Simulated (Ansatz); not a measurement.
Cost and result by functional for the adsorption energy of O on the 1x1 (110) surface of bcc V, one in a 2x2 cell, started at the site 'hollow V-V-V', in Ansatz (plane waves, PAW). Single points on the PBE structure, on one kind of machine; costs are rough ratios of the slab run's core time (references not counted) to the cheapest single point. r2SCAN's cost holds its higher cutoff (500 against 420 eV). Differences are taken against r2SCAN for comparison alone: no measured value is at hand, so the table doesn't rank accuracy.

Set-up: 17 atoms, 6.1 Å thick at the start under the adsorbate (thin: gaps and levels are the slab's own); mesh 6x6x1; 0.1 eV smearing; dipole correction on; 8 atoms held, the rest relaxed; symmetry of the start imposed; no spin, no spin-orbit, no U, no dispersion correction. At the end it is bonded to 3 V. In PBE it is, or lies within 0.03 eV of, the lowest of the starts that converged. These notes are the PBE run's. Adsorption energies are against ½ O2(g). A negative adsorption energy means that the adsorbate is more stable on the surface than in its reference.

| functional | relative cost | adsorption energy (eV) | less r2SCAN (eV) |
|---|---|---|---|
| RPBE | 1 | -4.74 | 0.71 |
| r2SCAN | 2 | -5.45 | 0.00 |
| PBE (the relaxed run's value) | – | -4.99 | 0.45 |

The values span 0.71 eV, while the single points' costs differ by a factor of roughly 2. Differences are of unrounded values.

Ansatz is a program for electronic structure.
